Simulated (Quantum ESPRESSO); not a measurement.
Quantum ESPRESSO run on In2Ni3Se2 (R-3m, 7 atoms in the cell): self-consistent single point.

Method of the run: LDA (PZ), PSlibrary PAW (LDA) pseudopotentials (plane waves; Quantum ESPRESSO).

```
CELL_PARAMETERS angstrom
      2.71008     1.56467     4.71746
     -2.71008     1.56467     4.71746
      0.00000    -3.12934     4.71746
ATOMIC_POSITIONS crystal
  In 0.00000 0.00000 0.00000
  In 0.50000 0.50000 0.50000
  Ni 0.00000 0.00000 0.50000
  Ni 0.50000 0.00000 0.00000
  Ni 0.00000 0.50000 0.00000
  Se 0.28279 0.28279 0.28279
  Se 0.71721 0.71721 0.71721
```

Reference input (self-consistent single point, DFT, LDA (PZ), plane waves, PSlibrary PAW (LDA) pseudopotentials): ecutwfc = 50 Ry; ecutrho = 300 Ry; occupations = smearing; smearing = cold; degauss = 0.0073499 Ry; K_POINTS = automatic 5 5 5 0 0 0; conv_thr = 1e-11 Ry. This run's input differs from it in these lines:

```diff
@@ -12,4 +12,4 @@
   ntyp = 3
-  ecutwfc = 50
-  ecutrho = 300
+  ecutwfc = 30
+  ecutrho = 180
   occupations = 'smearing'
```

Output (repeated stretches shortened):

```
     Self-consistent Calculation

     iteration #  1     ecut=    30.00 Ry     beta= 0.70

     total energy              =   -1706.80893004 Ry
     estimated scf accuracy    <       2.70117961 Ry

     iteration #  2     ecut=    30.00 Ry     beta= 0.70

     total energy              =   -1699.75641250 Ry
     estimated scf accuracy    <     100.44064665 Ry

     iteration #  3     ecut=    30.00 Ry     beta= 0.70

     total energy              =   -1708.78121497 Ry
     estimated scf accuracy    <       0.22584210 Ry

   [... 8 blocks of this kind left out ...]

     iteration # 12     ecut=    30.00 Ry     beta= 0.70

     total energy              =   -1708.79283671 Ry
     estimated scf accuracy    <          6.7E-11 Ry

     iteration # 13     ecut=    30.00 Ry     beta= 0.70
     End of self-consistent calculation

     the Fermi energy is    10.9221 ev

!    total energy              =   -1708.79283671 Ry
     estimated scf accuracy    <          8.0E-12 Ry
     smearing contrib. (-TS)   =       0.00021163 Ry
     internal energy E=F+TS    =   -1708.79304834 Ry

     convergence has been achieved in  13 iterations

     Forces acting on atoms (cartesian axes, Ry/au):

     atom    1 type  1   force =     0.00000000    0.00000000    0.00000000
     atom    2 type  1   force =     0.00000000   -0.00000000   -0.00000000
     atom    3 type  2   force =     0.00000000    0.00000000    0.00000000
     atom    4 type  2   force =     0.00000000    0.00000000   -0.00000000
     atom    5 type  2   force =    -0.00000000   -0.00000000   -0.00000000
   [... lines left out ...]

     Total force =     0.009076     Total SCF correction =     0.000001

          total   stress  (Ry/bohr**3)                   (kbar)     P=     -428.82
  -0.00293153  -0.00000000   0.00000000         -431.24       -0.00        0.00
   0.00000000  -0.00293153   0.00000000            0.00     -431.24        0.00
  -0.00000000   0.00000000  -0.00288209           -0.00        0.00     -423.97

   JOB DONE.
```

The run converged in 13 iterations. Against the reference run the free energy rises by 527 meV/atom, the pressure goes from -6.28 to -42.88 GPa and the largest force goes from 0.176 to 0.165 eV/Å.

The starting cell comes from a database of computed structures (which also holds hypothetical and non-ambient phases and stackings), without a prior relaxation at this level. Spin polarisation is off, so a magnetic state, if there is one, cannot be reached.

Cost on one core of a shared machine: roughly 70 s.
